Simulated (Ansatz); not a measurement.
Consider the following.

```
Rh
1.0
    0.00000     1.89714     1.88334
    1.89714     0.00000     1.88334
    1.89714     1.89714     0.00000
Rh
1
Direct
  0.00000   0.00000   0.00000
```

Computed with PBEsol, rigid bands (plane waves, PAW, scalar-relativistic; Ansatz, a quantum-chemistry and plane-wave program). Condition of this run: biaxial stress xx = yy = -2 GPa (compression positive) (the target of the relaxation). How the cell was made: cell and atoms relaxed with PBEsol, then loaded as said.

**Question.** For narrow interconnects the product ρ₀λ of bulk resistivity and mean free path ranks metals, the lower the better. What is it here?

**Answer.** 3.3 ×10⁻¹⁶ Ω·m².

**Question.** And the Drude plasma energy and the root-mean-square Fermi velocity at 300 K?

**Answer.** 10.2 eV; 6.6e5 m/s.

A metal at this level (no band gap); rigid bands, thermally averaged at 300 K, both spins. Spin-orbit coupling is left out. τ is one relaxation time for all states; the product of resistivity and mean free path takes one path for all states instead.
